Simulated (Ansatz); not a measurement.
**Relaxation of the atoms of Mo3C (Pm-3n, 8 atoms in the cell) at several settings**

```
CELL_PARAMETERS angstrom
      5.00225     0.00000     0.00000
      0.00000     5.00225     0.00000
      0.00000     0.00000     5.00225
ATOMIC_POSITIONS crystal
  Mo 0.25000 0.00000 0.50000
  Mo 0.75000 0.00000 0.50000
  Mo 0.00000 0.50000 0.25000
  Mo 0.00000 0.50000 0.75000
  Mo 0.50000 0.25000 0.00000
  Mo 0.50000 0.75000 0.00000
  C  0.00000 0.00000 0.00000
  C  0.50000 0.50000 0.50000
```

Base: PBE run with Ansatz (a program for electronic structure). Its settings: basis.ecutwfc = 420 eV; kpoints.mp_grid.grid = 4 4 4; hamiltonian.xc = pbe; hamiltonian.pseudopotentials = {kind: paw} (the program's default PAW files); scf.occupations.method = cold; scf.occupations.width = 0.272 eV. Starting volume 15.65 Å³ per atom.

Each line gives the change from the base single point and the result:

- atoms moved at random; relax: default → atoms; relax.f_tol: default → 0.03 eV/Å: pressure -4.96 GPa; largest force (vector length) 0.027 eV/Å; relaxation steps 18; free energy against the base single point -340.8 meV/atom.
- atoms moved at random; relax: default → atoms; relax.f_tol: default → 0.1 eV/Å: pressure -5.56 GPa; largest force (vector length) 0.110 eV/Å; relaxation steps 15; free energy against the base single point -340.4 meV/atom.

The starting cell was generated: these elements placed on a structure prototype, without a prior relaxation; it need not be a known phase or ordering of this composition. Spin polarisation is off. Ansatz's pressure includes its estimate of the finite-basis (Pulay) stress.

Left out of this page: 1 run of the series outside the window shown, repeating another row's setting, or not comparable.

Keys are those of Ansatz 0.2.
